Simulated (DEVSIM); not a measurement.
Device: Pt/Si3N4/SiO2/n-Si capacitor, at 350 K.

| layer (left to right) | material | thickness (nm) | Nd (cm⁻³) |
|---|---|---|---|
| 1 | Si3N4 | 8.10 | - |
| 2 | SiO2 | 1.50 | - |
| 3 | Si | 8000 | 5.2e15 |

Metal gate on the left, work function 5.6 eV. Fixed charge at the semiconductor interface 0 cm⁻² (in units of +e); no interface traps.

This is a model device: material constants are rounded textbook-type values typed into the input, and sizes, dopings and lifetimes were drawn at random. Values at 300 K; Nc and Nv go as T^1.5, mobilities as T to minus their exponent, the gap by Varshni's rule with the affinity fixed.

| parameter | Si3N4 | SiO2 | Si |
|---|---|---|---|
| gap (eV) | 5.1 | 9 | 1.124 |
| affinity (eV) | 2.1 | 0.9 | 4.05 |
| permittivity | 7.5 | 3.9 | 11.7 |
| Nc (cm⁻³) | - | - | 2.86e19 |
| Nv (cm⁻³) | - | - | 3.1e19 |
| Varshni α (eV/K) | - | - | 0.000473 |
| Varshni β (K) | - | - | 636 |

Model (solved in DEVSIM): 1D Poisson equation in equilibrium, Boltzmann statistics, complete ionisation; no quantum confinement or tunnelling. Metal contacts follow the ideal Schottky-Mott rule: no Fermi-level pinning, no interface dipoles.

### Question
Tabulate band edges, carrier densities and field at 0.8 V on the gate.

### Answer
Energies count from the Fermi level of the right contact; mesh points crowd at the junctions.

```
x (μm)    Ec (eV)  Ev (eV)  n (cm⁻³)  p (cm⁻³)  field (V/cm)
--------  -------  -------  --------  --------  ------------
0.000       2.700   -2.400     < 1e2     < 1e2        -40000
0.001577    2.694   -2.406     < 1e2     < 1e2        -40000
0.004445    2.682   -2.418     < 1e2     < 1e2        -40000
0.007038    2.672   -2.428     < 1e2     < 1e2        -40000
0.008620    3.864   -5.136     < 1e2     < 1e2        -77000
0.009427    3.857   -5.143     < 1e2     < 1e2        -77000
0.01097     0.703   -0.408     2.8e9    5.2e13        -26000
0.01701     0.687   -0.423     4.6e9    3.1e13        -25000
0.03058     0.654   -0.457    1.4e10    1.0e13        -24000
0.06372     0.579   -0.532    1.7e11    8.6e11        -21000
0.1512      0.423   -0.687    2.9e13     4.9e9        -14000
0.5088      0.268   -0.843    5.0e15     2.8e7          -170
1.258       0.267   -0.844    5.2e15     2.7e7           ≈ 0
3.236       0.267   -0.844    5.2e15     2.7e7           ≈ 0
6.563       0.267   -0.844    5.2e15     2.7e7           ≈ 0
7.431       0.267   -0.844    5.2e15     2.7e7           ≈ 0
7.786       0.267   -0.844    5.2e15     2.7e7           ≈ 0
7.921       0.267   -0.844    5.2e15     2.7e7           ≈ 0
7.985       0.267   -0.844    5.2e15     2.7e7           ≈ 0
8.001       0.267   -0.844    5.2e15     2.7e7           ≈ 0
8.007       0.267   -0.844    5.2e15     2.7e7           ≈ 0
8.010       0.267   -0.844    5.2e15     2.7e7           ≈ 0
```
